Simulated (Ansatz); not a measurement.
For Zr2C (model structure, started from the Ca2N type, R-3m, No. 166, 3 atoms in the cell), LDA (plane waves, PAW; Ansatz, an electronic-structure program) gives:

| Quantity | Result |
|---|---|
| lattice parameter a | 3.280 Å |
| c axis length | 15.865 Å |
| bulk modulus | 132 GPa |
| cohesive energy | 8.60 eV/atom |

Question: What does r²SCAN in Ansatz (PAW) give for the same quantities?

Answer: 
- lattice constant a: 3.339 Å (goes up by 1.8 %)
- lattice parameter c: 16.162 Å (grows by 1.9 %)
- bulk modulus: 121 GPa (decreases by 8.3 %)
- cohesive energy: 7.05 eV/atom (decreases by 1.55 eV/atom)

Changes are worked out from the printed values.

Unless a cell is named, each level is at its own relaxed cell (LDA 16.42, r²SCAN 17.34 Å³/atom).

Caveats: the bulk modulus is −V dP/dV from two relaxed cells at ±2 % in volume (LDA, r²SCAN). Ansatz's density-functional and Hartree–Fock values are scalar-relativistic unless marked +SOC, with PAW data made under PBE.

A model structure was made by putting elements into a prototype or built by hand; it is no filed structure, need not be a known phase, and can be a saddle point held by its symmetry.
